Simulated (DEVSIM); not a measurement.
Structure: abrupt Si n-p junction, at 300 K.

Layer 1 from the left is Si, thickness (μm) 27.0, Nd (cm⁻³) 9.9e17, τn (s) 0.0002, τp (s) 0.0002. Layer 2 from the left is Si, thickness (μm) 59.0, Na (cm⁻³) 9.4e17, τn (s) 0.0002, τp (s) 0.0002.

Left contact: ohmic. Right contact: ohmic. Voltage is applied to the left contact. Recombination: SRH at mid-gap, radiative. Mobility is constant in doping.

The device is made up for the run: typed textbook-type constants, with dimensions and the other settings drawn at random. Values at 300 K.

Si: gap (eV) 1.124, affinity (eV) 4.05, permittivity 11.7, Nc (cm⁻³) 2.86e19, Nv (cm⁻³) 3.1e19, μn (cm²/Vs) 1417, μp (cm²/Vs) 470, B (cm³/s) 4.7e-15.

Model (solved in DEVSIM): 1D drift-diffusion, Boltzmann statistics, complete ionisation; no tunnelling, impact ionisation, image-force lowering or self-heating.

**Question.** What does the simulation give for the dark forward voltage at 100 A/cm², the potential step across the device at zero bias, the dark forward voltage at 1 A/cm², the largest field in the device at zero bias?

**Answer.** dark forward voltage at 100 A/cm² 0.879 V; potential step across the device at zero bias 0.947 V; dark forward voltage at 1 A/cm² 0.755 V; largest field in the device at zero bias 370000 V/cm.
